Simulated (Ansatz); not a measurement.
We consider L1₂ (Cu3Au-type) Ni3Fe, described by rVV10 (PAW; Ansatz, an electronic-structure program).

Numerical settings: plane-wave cutoff 520 eV, 16×16×16 k mesh, Fermi–Dirac smearing 0.05 eV, spin-polarised with parallel moments, scalar-relativistic PAW data made under PBE.

Energies at three volumes about the minimum:

| V (Å³/atom) | E − E_lowest (meV/atom) |
|---|---|
| 11.056 | 2.82 |
| 11.282 | 0.00 |
| 11.508 | 2.63 |

**Question.** Fit a parabola by hand: where is the minimum, and what is the bulk modulus?

**Answer.** Slopes: (0.00 − 2.82)/(11.282 − 11.056) = -12.478 and (2.63 − 0.00)/(11.508 − 11.282) = 11.637 meV/Å³. Curvature E″ = 2 × (11.637 − (-12.478))/(11.508 − 11.056) = 106.704 meV/Å⁶. From the middle of the first interval, the slope vanishes at V0 = 11.1690 − (-12.478)/106.704 = 11.286 Å³/atom. B = V0 E″ = 11.286 × 106.704 meV/Å³ × 0.1602 GPa per meV/Å³ = 193 GPa. The full Birch–Murnaghan fit to all volumes gives V0 = 11.282 Å³/atom and B0 = 193 GPa.
